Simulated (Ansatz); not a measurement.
BeSe (model structure, Fm-3m, No. 225, 2 atoms in the cell), treated with PBEsol in Ansatz (PAW).

Input:

Ansatz 0.2 input:
```yaml
crystal:
  lattice:
    - [0.0, 2.4352300251, 2.4352300251]
    - [2.4352300251, 0.0, 2.4352300251]
    - [2.4352300251, 2.4352300251, 0.0]
  atoms:
    - { symbol: Be, position: [0.0, 0.0, 0.0] }
    - { symbol: Se, position: [0.5, 0.5, 0.5] }
basis:
  ecutwfc: 520
  ecutrho_ratio: 4
  xc_grid: 2
kpoints:
  mp_grid: { grid: [20, 20, 20] }
hamiltonian:
  xc: pbesol
  dispersion: none
  pseudopotentials: { kind: paw }
scf:
  occupations: { method: fermi_dirac, width: 0.05 }
  convergence: { dr2_threshold: 0.0000000002 }
output:
  forces: true
  stress: true
  eigenvalues: true
```

Excerpt of the program's output:

```
Crystal: 2 atoms, lattice volume = 28.884 Å³
Basis set: ecut = 520 eV, 749 PW (Γ), exchange–correlation on 54×54×54 points (8 copies of the dense FFT grid, shifted against one another)
Bands: 13, of which v1, the nominal top of the filled ones, is band 9 counted from 1 (8 counted from 0)
Symmetry: 48 space group operations
Space group: Fm-3m (ITA 225), of the structure as read, at distance tolerance 3.1e-5 Å
k-points: 256 of 8000
Functional: x = pbesol(κ = 0.804, μ = 0.12345679012345678), c = pbesol(β = 0.046)
SCF iter   1: F=—  HF=-5515.201752 eV  |F-HF|=—  |Δ(HF+E_count)|=         —  Δρ=2.84e-3  dr2=2.69e-3
SCF iter   2: F=—  HF=-5515.201103 eV  |F-HF|=—  |Δ(HF+E_count)|=   6.49e-4  Δρ=1.62e-3  dr2=9.54e-4
  ...
SCF iter   6: F=—  HF=-5515.200873 eV  |F-HF|=—  |Δ(HF+E_count)|=   4.28e-7  Δρ=1.84e-6  dr2=6.02e-10
SCF iter   7: F=-5515.200873 eV  HF=-5515.200873 eV  |F-HF|=1.58e-10  |Δ(HF+E_count)|=  7.39e-10  Δρ=6.58e-7  dr2=1.95e-10
SCF 1 converged in 7 iterations: F = -5515.200873 eV  dr2 = 1.95e-10
SCF converged after 7 iterations
Free energy (F): -5515.200873 eV
Internal energy: -5515.200234 eV  (E = F + TS)
E sigma→0 (E₀):  -5515.200554 eV
Fermi energy:    10.132169 eV
--- Stress (GPa, compression-positive) ---
       -0.014707      -0.000000       0.000000
       -0.000000      -0.014707       0.000000
        0.000000       0.000000      -0.014707
  P = ⅓ Tr σ = -0.0147 GPa (-0.147 kbar)
```

The PAW data were made under PBE.

Note: the relaxation could raise the start's symmetry but not lower it, so the cell can be a saddle point.

A model structure was made by putting elements into a prototype or built by hand; it is no filed structure, need not be a known phase, and can be a saddle point held by its symmetry.

Ansatz is an electronic-structure program.
